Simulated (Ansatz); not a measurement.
Consider Re in the hcp (Mg type) structure (space group P6_3/mmc, No. 194; a = 2.751 Å, c = 4.441 Å).

Perturbation: cell and atoms relaxed at a pressure of 30 GPa.

Levels (all Ansatz, a first-principles code, PAW): PBEsol (420 eV, no SOC); PBEsol+SOC (420 eV, spin-orbit coupling included).

The geometry is relaxed with PBEsol.

| Quantity | Result |
|---|---|
| PBEsol pressure | 30.0 GPa |

Problem. What does PBEsol+SOC give at this geometry for the pressure?

Solution. The pressure goes up by 0.4 GPa, from 30.0 GPa to 30.4 GPa.

Single points use the geometry relaxed with PBEsol. Differences between runs with and without spin-orbit coupling are approximate. Load acts through the strain it causes; cell and atoms are relaxed under it. Stability against distortions was not tested. Competing high-pressure phases were not computed. The runs without spin-orbit coupling are not spin-polarised.
